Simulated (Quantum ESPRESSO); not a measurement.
Quantum ESPRESSO is run on La₂C₃ (I-43d, 20 atoms in the cell), and the run fails. The aim is a self-consistent single point with DFT, PBEsol, plane waves, GBRV 1.5 ultrasoft (PBESOL) pseudopotentials.

Input:

```fortran
&CONTROL
    calculation = 'scf'
    prefix = 'run'
    outdir = './out'
    pseudo_dir = './'
    verbosity = 'high'
    tprnfor = .true.
    tstress = .true.
/
&SYSTEM
    ibrav = 0
    nat = 21
    ntyp = 2
    ecutwfc = 40
    ecutrho = 200
    occupations = 'smearing'
    smearing = 'marzari-vanderbilt'
    degauss = 0.0099958
/
&ELECTRONS
    conv_thr = 1.0d-10
/
ATOMIC_SPECIES
La   138.9055  la_pbesol_v1.uspp.F.UPF
C     12.0110  c_pbesol_v1.2.uspp.F.UPF
ATOMIC_POSITIONS {bohr}
La    5.1038457122    5.1038457122    5.1038457122
La    0.8814643361   -0.8814643361    7.5632984162
La    3.3409170401   11.7856797924   -3.3409170401
La    7.5632984162    0.8814643361   -0.8814643361
La   -3.3409170401    3.3409170401   11.7856797924
La    0.8814643361    0.8814643361    0.8814643361
La   11.7856797924   -3.3409170401    3.3409170401
La   -0.8814643361    7.5632984162    0.8814643361
C     0.0000000000   12.6671441284    0.8466719136
C     0.0000000000   12.6671441284    3.3757094626
C     0.0000000000    4.2223813762    7.5980908388
C     0.0000000000    4.2223813762    5.0690532897
C     0.8466719136    0.0000000000   12.6671441284
C     3.3757094626    0.0000000000   12.6671441284
C     7.5980908388    0.0000000000    4.2223813762
C     5.0690532897    0.0000000000    4.2223813762
C    12.6671441284    0.8466719136    0.0000000000
C    12.6671441284    3.3757094626    0.0000000000
C     4.2223813762    7.5980908388    0.0000000000
C     4.2223813762    5.0690532897    0.0000000000
La   11.7292434429   -3.3969987095    3.3918980728
K_POINTS {automatic}
5 5 5  0 0 0
CELL_PARAMETERS {angstrom}
  -4.4687760000     4.4687760000     4.4687760000
   4.4687760000    -4.4687760000     4.4687760000
   4.4687760000     4.4687760000    -4.4687760000
```

The program printed (abridged):

```
     G-vector sticks info
     --------------------
     sticks:   dense  smooth     PW     G-vecs:    dense   smooth      PW
     Sum        3191    2579    709               114747    82471   11993

     bravais-lattice index     =            0
     lattice parameter (alat)  =      14.6268  a.u.
     unit-cell volume          =    2408.9198 (a.u.)^3
   [... lines left out ...]
         8        La     tau(   8) = (  0.5000000  0.0000000  0.3956200  )
         9        C      tau(   9) = (  0.8001300  0.0501300  0.7500000  )
        10        C      tau(  10) = (  0.9498700  0.1998700  0.7500000  )
        11        C      tau(  11) = (  0.6998700  0.4498700  0.2500000  )
        12        C      tau(  12) = (  0.5501300  0.3001300  0.2500000  )
        13        C      tau(  13) = (  0.7500000  0.8001300  0.0501300  )
        14        C      tau(  14) = (  0.7500000  0.9498700  0.1998700  )
        15        C      tau(  15) = (  0.2500000  0.6998700  0.4498700  )
        16        C      tau(  16) = (  0.2500000  0.5501300  0.3001300  )
        17        C      tau(  17) = (  0.0501300  0.7500000  0.8001300  )
        18        C      tau(  18) = (  0.1998700  0.7500000  0.9498700  )
        19        C      tau(  19) = (  0.4498700  0.2500000  0.6998700  )
        20        C      tau(  20) = (  0.3001300  0.2500000  0.5501300  )
        21        La     tau(  21) = ( -0.0003020  0.8952970  0.4933380  )

     number of k points=    63  Marzari-Vanderbilt smearing, width (Ry)=  0.0100
                       cart. coord. in units 2pi/alat
        k(    1) = (   0.0000000   0.0000000   0.0000000), wk =   0.0160000
        k(    2) = (   0.1732051   0.1732051   0.0000000), wk =   0.0320000
        k(    3) = (   0.3464102   0.3464102   0.0000000), wk =   0.0320000
   [... 60 lines left out ...]

     Dense  grid:   114747 G-vectors     FFT dimensions: (  72,  72,  72)

     Smooth grid:    82471 G-vectors     FFT dimensions: (  60,  60,  60)

     Initial potential from superposition of free atoms

     starting charge     146.7350, renormalised to     147.0000

     negative rho (up, down):  6.762E-01 0.000E+00

 %%%%%%%%%%%%%%%%%%%%%%%%%%%%%%%%%%%%%%%%%%%%%%%%%%%%%%%%%%%%%%%%%%%%%%%%%%%%%%
     Error in routine cdiaghg (440):
     S matrix not positive definite
 %%%%%%%%%%%%%%%%%%%%%%%%%%%%%%%%%%%%%%%%%%%%%%%%%%%%%%%%%%%%%%%%%%%%%%%%%%%%%%

     stopping ...
```

Question: From the messages shown, name the fault and mend the input.

Answer: The fault is one atom entered twice; here the program stops on it instead of giving results. To fix it, remove the duplicate atom. The program stopped before any SCF iteration.

An input that runs soundly differs in these lines (not the only fix; some lines may just follow from the change or write a value another way):
```diff
-    nat = 21
+    nat = 20
-La   11.7292434429   -3.3969987095    3.3918980728
```

With that input, the run converged in 14 iterations: free energy E − TS -12999.1475 eV; Fermi level (on the code's own zero) 11.57 eV; pressure -7.24 GPa; largest force (vector length) 0.315 eV/Å (DFT, PBEsol, plane waves, GBRV 1.5 ultrasoft (PBESOL) pseudopotentials).

On the sound input: the starting cell comes from a database of computed structures (which also holds hypothetical and non-ambient phases and stackings), without a prior relaxation at this level. Its lattice was rescaled by a random factor within 2.5 % of one. With a pressure of about -7 GPa the cell is away from its equilibrium volume at this level.
